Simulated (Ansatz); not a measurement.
BP (I-4m2), HSE06, rigid bands run with Ansatz (an electronic-structure program): Condition of this run: biaxial stress in (001) of -8 GPa (compression positive) (the target of the relaxation). band gap 1.49 eV, N_c = 1.20e19 cm⁻³ and N_v = 4.01e18 cm⁻³ at 300 K, conductivity masses along z (a = (0.00, 2.31, 2.24) Å; b = (2.31, 0.00, 2.24) Å; c = (2.31, 2.31, 0.00) Å) of 1.14 mₑ (electrons) and 0.415 mₑ (holes). Take k_BT = 0.02585 eV.

Question: Find the intrinsic carrier density and the intrinsic Fermi level.

Answer: n_i = √(N_c N_v) exp(−E_g/2k_BT) = 6.94e18 × exp(−28.82) = 2.1e6 cm⁻³. The level lies (k_BT/2) ln(N_v/N_c) = -14 meV from mid-gap (positive towards the conduction band). Each 0.1 eV added to the gap lowers n_i by a factor of 6.9.

Question: A film of it is 5 nm thick, with its normal along the direction named. Estimate the confinement energies in an infinite well.

Answer: ħ²π²/(2m t²) = 0.376 eV·nm²/(m/mₑ × t²) gives 13.2 meV for electrons and 36.2 meV for holes, so the gap would widen to about 1.54 eV. Finite barriers and nonparabolic bands lower this, and with several valleys or bands the heaviest mass along the normal sets the lowest level, not this average.

Question: What built-in voltage has an abrupt junction with N_A = 1e16 and N_D = 1e18 cm⁻³, all dopants ionised?

Answer: V_bi = E_g/e − (k_BT/e) ln(N_c N_v/(N_A N_D)) = 1.49 − 0.02585 × 8.48 = 1.27 V. It follows the computed gap one for one.

Rigid, parabolic bands with the computed gap; masses take one relaxation time for all states. Spin-orbit coupling is left out; where it splits the top of the valence band, N_v and the p-type Seebeck coefficient come out somewhat high without it. Geometry: cell and atoms relaxed with PBEsol.
